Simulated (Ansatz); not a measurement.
We consider L1₂ (Cu3Au-type) Ni3Al, described by PBE (Ansatz, a quantum-chemistry and plane-wave program, plane waves, PAW).

Settings: plane-wave cutoff 520 eV, 16×16×16 k mesh, Fermi–Dirac smearing 0.05 eV, spin-polarised with parallel moments, scalar-relativistic PAW data made under PBE.

The cell is scaled about its equilibrium volume:

| V (Å³/atom) | P (GPa) | moment (μB per cell of 4 atoms) |
|---|---|---|
| 10.663 | 12.96 | 0.68 |
| 10.890 | 8.15 | 0.70 |
| 11.117 | 3.85 | 0.71 |
| 11.344 | 0.00 | 0.72 |
| 11.570 | -3.44 | 0.73 |
| 11.797 | -6.51 | 0.74 |
| 12.024 | -9.26 | 0.75 |

Note: moments this small hang on the smearing and the k mesh.
